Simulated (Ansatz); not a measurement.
Checking a run of Ansatz (a first-principles code) on Tc₂P (Pnma, 12 atoms in the cell). The aim is a self-consistent single point with DFT, PBE, plane waves, default PAW files.

Cell that was meant: a = 5.2508 Å, b = 3.9910 Å, c = 7.5901 Å, α = 90.00°, β = 90.00°, γ = 90.00°.

Part of the input:

Ansatz 0.2 input:
```yaml
    - [0.00000000, 3.99098700, 0.00000000]
    - [0.00000000, 0.00000000, 7.59013600]
  atoms:
    - { symbol: Tc, position: [2.82495700, 0.99774700, 5.93548600] }
    - { symbol: Tc, position: [0.19953200, 0.99774700, 5.44971800] }
    - { symbol: Tc, position: [2.42589200, 2.99324000, 1.65465000] }
    - { symbol: Tc, position: [5.05131700, 2.99324000, 2.14041800] }
    - { symbol: Tc, position: [0.91364800, 0.99774700, 0.47058800] }
    - { symbol: Tc, position: [3.53907200, 0.99774700, 3.32448000] }
    - { symbol: Tc, position: [4.33720100, 2.99324000, 7.11954800] }
    - { symbol: Tc, position: [1.71177700, 2.99324000, 4.26565600] }
    - { symbol: P, position: [3.68609600, 0.99774700, 0.84250500] }
    - { symbol: P, position: [1.06067100, 0.99774700, 2.95256300] }
    - { symbol: P, position: [1.56475300, 2.99324000, 6.74763100] }
    - { symbol: P, position: [4.19017800, 2.99324000, 4.63757300] }
basis:
  ecutwfc: 500.0
kpoints:
```

Output (repeated stretches shortened):

```
WARN ansatz: RAYON_NUM_THREADS=1 ignored (pool sized by the plan → 1); use --threads N
Pseudopotentials: kind: paw
   [... lines left out ...]
Symmetry: 2 space group operations
Space group: P-1 (ITA 2), of the structure as read, at distance tolerance 5.4e-5 Å
k-points: 22 of 40
Initial density: superposition of atomic densities (chi_scale 0.1, normalization cell, long waves kept (reshape's long-wave potential 0.24 eV rms))
Initial wavefunctions: pseudopotential atomic-orbital guess
Eigensolver: davidson
Functional: x = pbe(κ = 0.804, μ = 0.2195149727645171), c = pbe(β = 0.06672455060314922)
SCF iter   1: F=—  HF=-45632.028252 eV  |F-HF|=—  |Δ(HF+E_count)|=         —  Δρ=3.36e-1  dr2=2.59e2  ethr=3.10e-3  ⟨swp⟩=15.0  Hψ=13245  notcnv=0  defer=3
all-band conjugate gradients solve this SCF's bands
preconditioner: auto → Kerker (q_TF=auto, 2.671 Å⁻¹)
SCF iter   2: F=—  HF=-45562.556220 eV  |F-HF|=—  |Δ(HF+E_count)|=    6.95e1  S|Δr|=    0.00e0  Δρ=1.62e-1  dr2=7.47e1  ethr=3.10e-3  ⟨swp⟩=6.0  Hψ=5562  notcnv=0  defer=125
   [... lines left out ...]
SCF iter  10: F=—  HF=-45536.207450 eV  |F-HF|=—  |Δ(HF+E_count)|=   6.39e-4  S|Δr|=    0.00e0  Δρ=5.78e-5  dr2=8.39e-6  ethr=6.04e-8  ⟨swp⟩=3.0  Hψ=2771  notcnv=0  defer=115
SCF iter  11: F=—  HF=-45536.207455 eV  |F-HF|=—  |Δ(HF+E_count)|=   4.98e-6  S|Δr|=    0.00e0  Δρ=1.72e-5  dr2=5.77e-7  ethr=5.99e-9  ⟨swp⟩=2.9  Hψ=2653  notcnv=0  defer=115
SCF iter  12: F=-45536.207455 eV  HF=-45536.207455 eV  |F-HF|=1.31e-9  |Δ(HF+E_count)|=   4.63e-7  S|Δr|=    0.00e0  Δρ=4.69e-6  dr2=5.99e-8  ethr=7.14e-11  ⟨swp⟩=22.8  Hψ=13108  notcnv=0
SCF 1 converged in 12 iterations: F = -45536.207455 eV  dr2 = 5.99e-8
Stability not checked (fill_not_monotonic)
Free energy (F): -45536.207455 eV
Internal energy: -45536.201539 eV  (E = F + TS)
E sigma→0 (E₀):  -45536.205483 eV
Entropy (-TS):   -0.005916 eV (-0.493 meV/atom)
Fermi energy:    20.333982 eV
--- Forces (eV/Å), atoms counted from 1 ---
  atom   1  Tc   156.40518440     0.37659324   288.42433582
  atom   2  Tc    58.32866500     1.10166996   -81.24939800
  atom   3  Tc  -156.40518440    -0.37659324  -288.42433582
   [... lines left out ...]
  atom  12  P   -155.60076047    -0.97371046    60.76323278
--- Stress (GPa, compression-positive) ---
     2237.131510     -12.625925     300.841053
      -12.626176      -2.926713       8.448767
      300.841037       8.449050    1208.424647
  P = ⅓ Tr σ = 1147.5431 GPa (11475.431 kbar)
  The stress holds the Pulay correction. Without it, at fixed plane waves, as pw.x and ABINIT print it: P = 1146.8565 GPa
```

Question: Can these results be used? Check the input.

Answer: The run is not sound. The fault is fractional and Cartesian coordinates mixed up. The same three numbers mean different points as fractional and as Cartesian coordinates. To fix it, make label and numbers agree, by changing either. The run converged in 12 iterations without an error; against the sound input the free energy goes up by 56.1 eV/atom, the pressure goes from 1.19 to 1148 GPa and the largest force goes from 1.930 to 936.2 eV/Å.

The sound input it was made from differs as follows (other fixes are possible):
```diff
-    - { symbol: Tc, position: [2.82495700, 0.99774700, 5.93548600] }
-    - { symbol: Tc, position: [0.19953200, 0.99774700, 5.44971800] }
-    - { symbol: Tc, position: [2.42589200, 2.99324000, 1.65465000] }
-    - { symbol: Tc, position: [5.05131700, 2.99324000, 2.14041800] }
-    - { symbol: Tc, position: [0.91364800, 0.99774700, 0.47058800] }
-    - { symbol: Tc, position: [3.53907200, 0.99774700, 3.32448000] }
-    - { symbol: Tc, position: [4.33720100, 2.99324000, 7.11954800] }
-    - { symbol: Tc, position: [1.71177700, 2.99324000, 4.26565600] }
-    - { symbol: P, position: [3.68609600, 0.99774700, 0.84250500] }
-    - { symbol: P, position: [1.06067100, 0.99774700, 2.95256300] }
-    - { symbol: P, position: [1.56475300, 2.99324000, 6.74763100] }
-    - { symbol: P, position: [4.19017800, 2.99324000, 4.63757300] }
+    - { symbol: Tc, position_ang: [2.82495676, 0.99774675, 5.93548635] }
+    - { symbol: Tc, position_ang: [0.19953226, 0.99774675, 5.44971765] }
+    - { symbol: Tc, position_ang: [2.42589224, 2.99324025, 1.65464965] }
+    - { symbol: Tc, position_ang: [5.05131674, 2.99324025, 2.14041835] }
+    - { symbol: Tc, position_ang: [0.91364773, 0.99774675, 0.47058843] }
+    - { symbol: Tc, position_ang: [3.53907223, 0.99774675, 3.32447957] }
+    - { symbol: Tc, position_ang: [4.33720127, 2.99324025, 7.11954757] }
+    - { symbol: Tc, position_ang: [1.71177677, 2.99324025, 4.26565643] }
+    - { symbol: P, position_ang: [3.68609600, 0.99774675, 0.84250510] }
+    - { symbol: P, position_ang: [1.06067150, 0.99774675, 2.95256290] }
+    - { symbol: P, position_ang: [1.56475300, 2.99324025, 6.74763090] }
+    - { symbol: P, position_ang: [4.19017750, 2.99324025, 4.63757310] }
```

With that input, the run converged in 7 iterations: free energy E − TS (on the zero of these files) -46209.8573 eV; Fermi level (on the code's own zero) 20.73 eV; pressure 1.19 GPa; largest force (vector length) 1.930 eV/Å (DFT, PBE, plane waves, default PAW files).

On the sound input: the starting cell was generated: these elements placed on a structure prototype, without a prior relaxation; it need not be a known phase or ordering of this composition. Spin polarisation is off. Forces in this geometry exceed 1 eV/Å. Ansatz's pressure includes its estimate of the finite-basis (Pulay) stress. Without a gap this mesh is coarse (it stands for a supercell whose shortest vector is 15 Å).
